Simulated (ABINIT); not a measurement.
A self-consistent single point of CaZrN2 (R-3m, 4 atoms in the cell) with ABINIT.

Computed with PBEsol, norm-conserving pseudopotentials (PseudoDojo nc-sr-04 PBEsol standard) (plane waves; ABINIT).

The change in words: lattice scaled by 0.98. Reference geometry:
```
CaZrN2
1.0
    1.66753     0.96275     5.64201
   -1.66753     0.96275     5.64201
    0.00000    -1.92550     5.64201
Ca Zr N
1 1 2
Direct
  0.00000   0.00000   0.00000
  0.50000   0.50000   0.50000
  0.23812   0.23812   0.23812
  0.76188   0.76188   0.76188
```

Reference input (self-consistent single point, DFT, PBEsol, plane waves, norm-conserving pseudopotentials (PseudoDojo nc-sr-04 PBEsol standard)): pseudos = [Ca.upf, Zr.upf, N.upf]; ecut = 42 Ha; occopt = 3; tsmear = 0.05 eV; ngkpt = 8 8 8; nshiftk = 1; shiftk = 0 0 0; potentials = PseudoDojo nc-sr-04 PBEsol standard; nband = 22; kptopt = 1; nstep = 50; tolvrs = 1e-10. This run's input differs from it in these lines:

```diff
@@ -5,5 +5,5 @@
 rprim
-         1.6675298028    0.9627482435    5.6420150916
-        -1.6675298028    0.9627482435    5.6420150916
-        -0.0000000000   -1.9254980981    5.6420148167
+         1.6341789836    0.9434931390    5.5291750916
+        -1.6341789836    0.9434931390    5.5291750916
+         0.0000000000   -1.8869878893    5.5291748167
 natom 4
@@ -14,5 +14,5 @@
          0.0000000000    0.0000000000    0.0000000000
-         0.0000000000   -0.0000008056    8.4630225000
-         0.0000000000   -0.0000003837    4.0304298354
-         0.0000000000   -0.0000012275   12.8956151646
+         0.0000000000   -0.0000008056    8.2937625000
+         0.0000000000   -0.0000003837    3.9498214530
+         0.0000000000   -0.0000012275   12.6377035470
       Angstrom
```

Output (repeated stretches shortened):

```
--- !BeginCycle
solver: {iscf: 7, nstep: 50, nline: 4, wfoptalg: 0, }
tolerances: {tolvrs: 1.00E-10, }
...

     iter   Etot(hartree)      deltaE(h)  residm     vres2
 ETOT  1  -109.73067715322    -1.097E+02 1.053E-01 7.361E+03
 ETOT  2  -109.02994589635     7.007E-01 5.712E-02 2.058E+04
 ETOT  3  -110.14729367935    -1.117E+00 2.909E-02 1.743E+02
 ETOT  4  -110.15492017675    -7.626E-03 8.443E-03 6.063E+01
 ETOT  5  -110.15425749465     6.627E-04 3.108E-03 4.488E+01
   [... 5 lines left out ...]
 ETOT 11  -110.15678506268    -1.799E-09 1.134E-03 3.561E-06
 ETOT 12  -110.15678506277    -9.412E-11 4.105E-04 3.820E-08
 ETOT 13  -110.15678506278    -4.093E-12 5.775E-04 3.100E-10
 ETOT 14  -110.15678506278    -3.652E-12 3.275E-04 2.508E-11
 At SCF step   14       vres2   =  2.51E-11 < tolvrs=  1.00E-10 =>converged.

 Cartesian components of stress tensor (hartree/bohr^3)
  sigma(1 1)= -1.16659999E-04  sigma(3 2)= -9.65203611E-13
  sigma(2 2)= -1.16659999E-04  sigma(3 1)=  0.00000000E+00
  sigma(3 3)= -1.04663035E-04  sigma(2 1)=  0.00000000E+00

 ----iterations are completed or convergence reached----

 reduced coordinates (array xred) for    4 atoms
       0.000000000000      0.000000000000      0.000000000000
       0.500000000000      0.500000000000      0.500000000000
       0.238119999998      0.238119999998      0.238119999998
       0.761880000002      0.761880000002      0.761880000002
 cartesian forces (eV/Angstrom) at end:
    1     -0.00000000000000    -0.00000000000000    -0.00000000000000
   [... lines left out ...]
 Fermi (or HOMO) energy (hartree) =   0.34421   Average Vxc (hartree)=  -0.43974
   [... lines left out ...]
total_energy        : -1.10156785062783E+02
total_energy_eV     : -2.99751856312689E+03
band_energy         : -8.45998746510575E+00
...

-Cartesian components of stress tensor (GPa)         [Pressure=  3.3146E+00 GPa]
- sigma(1 1)= -3.43225508E+00  sigma(3 2)= -2.83972659E-08
- sigma(2 2)= -3.43225509E+00  sigma(3 1)=  0.00000000E+00
- sigma(3 3)= -3.07929229E+00  sigma(2 1)=  0.00000000E+00

 Calculation completed.
```

The run converged in 14 iterations. Against the reference run the free energy goes down by 11.6 meV/atom, the pressure goes from -7.42 to 3.31 GPa, the largest force goes from 0.124 to 0.242 eV/Å and the gap on the mesh goes from 0.428 to 0.354 eV.

The starting cell comes from a database of computed structures (which also holds hypothetical and non-ambient phases and stackings), without a prior relaxation at this level. Its lattice was rescaled by a random factor within 2.5 % of one. For this run, on top of that: lattice scaled by 0.98. With a pressure of about 3 GPa the cell is away from its equilibrium volume at this level.

Cost on one core of a shared machine: roughly 7 min.
